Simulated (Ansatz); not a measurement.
The parent structure is Te in the diamond structure (space group Fd-3m, No. 227; a = 7.0606 Å; a hypothetical phase, not in the database extracts checked).

Computed with PBEsol (Ansatz, an electronic-structure program; PAW; 420 eV plane waves; no SOC).

For the base:

- Lattice parameter a = 7.061 Å
- Band gap = zero

The change: cell and atoms relaxed at a pressure of 7.5 GPa.

Problem. What does the calculation give for the lattice parameter a and band gap after the change?

Solution. The lattice parameter a drops by 0.3953 Å, from 7.061 Å to 6.665 Å; the band gap remains zero.

Load acts through the strain it causes; cell and atoms are relaxed under it. Stability against distortions was not tested. No other phases were tried under pressure.
